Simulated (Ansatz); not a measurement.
An Ansatz (an electronic-structure program) input (r2SCAN/PAW in Ansatz, scalar-relativistic without spin-orbit coupling):

Ansatz 0.2 input:
```yaml
crystal:
  lattice:
    - [2.8660133521, 0, 0]
    - [-1.4330066761, 2.4820403705, 0]
    - [0, 0, 6.6569577757]
  atoms:
    - { symbol: Au, position: [0.6666666667, 0.3333333333, 0.8124691065] }
    - { symbol: Cu, position: [0, 0, 0.5] }
    - { symbol: Au, position: [0.3333333333, 0.6666666667, 0.1875308935] }
basis: { ecutwfc: 500, ecutrho_ratio: 4, xc_grid: 4, fft_grid_basis: typed }
kpoints: { mp_grid: { grid: [19, 19, 7] } }
hamiltonian:
  xc: r2scan
  dispersion: none
  pseudopotentials: { kind: paw }
scf: { occupations: { method: fermi_dirac, width: 0.05 }, convergence: { dr2_threshold: 0.0000000003 } }
output: { forces: true, stress: true }
checkpoint: { write: state.ck, write_every: 1000 }
```

Which symmetry and how many k-points will the program report, and about how many plane waves at Γ?

Space group P-3m1 (ITA 164) with 12 operations, k-points 250 of 2527, and 1189 plane waves at Γ.

These are small ordered cells, not random alloys; other orderings at the same x differ. Stability against distortions was not tested. The final runs are not spin-polarised. The cell was made from Au by this change: x(Cu) = 0.333, 3 atoms, P-3m1.
